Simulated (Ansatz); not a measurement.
TaAl (model structure, Fm-3m, No. 225, 2 atoms in the cell), treated with PBE in Ansatz (PAW).

Run with plane-wave cutoff 520 eV, 18×18×18 k mesh, Fermi–Dirac smearing 0.05 eV, scalar-relativistic PAW data made under PBE.

Cell (relaxed at this level):

AlTa has the cubic space group Fm-3m (No. 225), the rock salt structure, Pearson symbol cF8. Conventional cell: a = b = c = 5.284 Å, α = β = γ = 90.00°. Ta on 4a sees 6 Al at 2.642 Å and 12 Ta at 3.736 Å. Al on 4b is surrounded by 6 Ta at 2.642 Å (octahedral). (Neighbours: up to the widest gap in distance over summed covalent radii, below 1.35, at either atom.)
(The calculation used a cell of 2 atoms; values per cell refer to that cell.)

Q: What does this level give for the bulk modulus?

A: 
bulk modulus: 122 GPa

The run finds no gap.

Note: the bulk modulus is −V dP/dV from two relaxed cells at ±2 % in volume; the relaxation could raise the start's symmetry but not lower it, so the cell can be a saddle point.

Spin–orbit coupling is not included.

A model structure was made by putting elements into a prototype or built by hand; it is no filed structure, need not be a known phase, and can be a saddle point held by its symmetry.

Ansatz is a quantum-chemistry and plane-wave program.
